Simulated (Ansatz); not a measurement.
The parent structure is BaTiO₃ (space group Amm2, No. 38; a = 3.964 Å, b = 5.716 Å, c = 5.748 Å). Axes: x, y, z lie along a, b, c of the conventional cell.

All numbers come from r2SCAN, PAW, 500 eV (Ansatz, a program for electronic structure; no SOC), earlier PAW set.

Strains are applied to the cell and any free atomic positions relax; under biaxial strain the out-of-plane vector relaxes too.

One change was made to it. Results:

| quantity | base | after |
|---|---|---|
| pressure (mean of the normal stresses, compression positive) | 0.00 GPa | -0.65 GPa |
| band gap | 2.66 eV | 2.70 eV |

Task: What was done to the base?
(A) biaxial strain +0.66 %, plane normal [001], relaxed out of plane
(B) uniaxial strain ε_zz = +0.68 %
(C) biaxial strain +0.65 %, plane normal [001], relaxed out of plane

Result: B, uniaxial strain ε_zz = +0.68 %. For comparison, the pressure in the other runs: biaxial strain +0.65 %, plane normal [001], relaxed out of plane gives -1.46 GPa; biaxial strain +0.66 %, plane normal [001], relaxed out of plane gives -1.48 GPa.

No phonon test of stability was made. All final runs are without spin polarisation. This is not the structure that BaTiO3 has at room temperature and ambient pressure.
